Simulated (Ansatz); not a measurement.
Take PbS in the rock salt structure (space group Fm-3m, No. 225) as the base.

```yaml
crystal:
  lattice:
    - [0.00000, 2.95134, 2.95134]
    - [2.95134, 0.00000, 2.95134]
    - [2.95134, 2.95134, 0.00000]
  atoms:
    - { symbol: Pb, position: [0.00000, 0.00000, 0.00000] }
    - { symbol: S, position: [0.50000, 0.50000, 0.50000] }
```

Level of theory: PBEsol, PAW, 420 eV (Ansatz, a program for electronic structure; spin-orbit coupling left out).

Strains are applied to the cell and any free atomic positions relax.

One change was made to it. Results:

```json
[
 {"quantity": "band gap", "base": "0.19 eV", "after": "0.50 eV"},
 {"quantity": "pressure", "base": "0.00 GPa", "after": "-4.39 GPa"}
]
```

Name the change that was made.
(A) isotropic strain +3.00 %
(B) isotropic strain +2.00 %
(C) isotropic strain −1.00 %

A, isotropic strain +3.00 %. For comparison, the band gap in the other runs: isotropic strain −1.00 % gives 0.07 eV; isotropic strain +2.00 % gives 0.40 eV.

Spin-orbit coupling, missing from the scalar runs, can matter with Pb. No phonon test of stability was made. A zero or small gap of PbS can be the functional's error rather than a property of the material.
